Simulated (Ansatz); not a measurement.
The cell is built on a prototype and need not be the phase stable at ambient conditions.

By r2SCAN, the system below comes out a metal.

The ballistic (Sharvin) conductance counts the channels at the Fermi level: G/A = (e²/h) × channels of both spins per area.

Consider the following.

```yaml
crystal:
  lattice:
    - [3.39569, 0.00000, 0.00000]
    - [0.00000, 4.80223, 0.00000]
    - [0.00000, 2.40111, 2.40111]
  atoms:
    - { symbol: In, position: [0.00000, 0.00000, 0.00000] }
    - { symbol: P, position: [0.50000, 0.50000, 0.00000] }
```

Space group of this cell: Pm-3m, CsCl type. The cell was relaxed by PBE-D3(BJ); by r2SCAN its mean pressure is 1.9 GPa.

The current flows along the normal of the first two printed cell vectors. No spin-orbit coupling; the value is a mean over 0.1 eV about the Fermi level.

Task: Compute, with r2SCAN (Ansatz, a quantum-chemistry and plane-wave program), the ballistic conductance per area.

Result: 1.2 × 10¹⁵ S/m² for both spins.
